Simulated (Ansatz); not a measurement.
GaP (model structure, started from the BeO type, P4₂/mnm, No. 136, 8 atoms in the cell), treated with r²SCAN (Ansatz, a quantum-chemistry and plane-wave program, PAW).

Settings: plane-wave cutoff 560 eV, 6×6×10 k mesh (along the axes of the cell as run), Fermi–Dirac smearing 0.01 eV, scalar-relativistic PAW data made under PBE.

Cell (relaxed at this level):

```yaml
crystal:
  lattice:
    - [6.65572, 0.00000, 0.00000]
    - [0.00000, 6.65572, 0.00000]
    - [0.00000, 0.00000, 3.85795]
  atoms:
    - { symbol: Ga, position: [0.32427, 0.67573, 0.00000] }
    - { symbol: Ga, position: [0.67573, 0.32427, 0.00000] }
    - { symbol: Ga, position: [0.82427, 0.82427, 0.50000] }
    - { symbol: Ga, position: [0.17573, 0.17573, 0.50000] }
    - { symbol: P, position: [0.31685, 0.31685, 0.00000] }
    - { symbol: P, position: [0.68315, 0.68315, 0.00000] }
    - { symbol: P, position: [0.18315, 0.81685, 0.50000] }
    - { symbol: P, position: [0.81685, 0.18315, 0.50000] }
```

### Question
Estimate the band gap and smallest direct gap on the k points sampled that the calculation returns.

### Answer

- band gap: 1.43 eV (indirect)
- smallest direct gap on the k points sampled: 1.65 eV

Note: the relaxation could raise the start's symmetry but not lower it, so the cell can be a saddle point.

Spin–orbit coupling is not included.

The computed numbers hold no vibrational or temperature effects.

A model structure was made by putting elements into a prototype or built by hand; it is no filed structure, need not be a known phase, and can be a saddle point held by its symmetry.
